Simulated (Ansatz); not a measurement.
WSi2, response to strain

Consider WSi2 (space group I4/mmm, No. 139; a = 3.202 Å, c = 7.818 Å; relaxed with 0.1 eV smearing). Axes: x, y, z lie along a, b, c of the conventional cell.

Strains are applied to the cell and any free atomic positions relax; under biaxial strain the out-of-plane vector relaxes too.

Level of theory: PBEsol in Ansatz (plane waves to 420 eV, PAW, no spin-orbit coupling).

Notes on the quantities. energy relative to the base: free energy F.

| biaxial strain, plane normal [001], relaxed out of plane (%) | energy relative to the base (meV/atom) |
|---|---|
| -3 | 42.3 |
| -2.5 | 29.1 |
| -2 | 18.4 |
| -1.5 | 10.3 |
| -1 | 4.5 |
| -0.5 | ? |
| 0 | 0.0 |

Task: Fit ΔE = Aε² + Bε³ (ε in %) to the rows shown and predict the withheld row.

Result: Least squares on the printed values gives A = 4.42 and B = -0.092 meV/atom (largest residual 0.0 meV/atom); this predicts 1.1 meV/atom, and the run gives 1.1 meV/atom, in agreement.

Whether these cells are dynamically stable was not tested. The final runs are not spin-polarised.

Ansatz is an electronic-structure program.
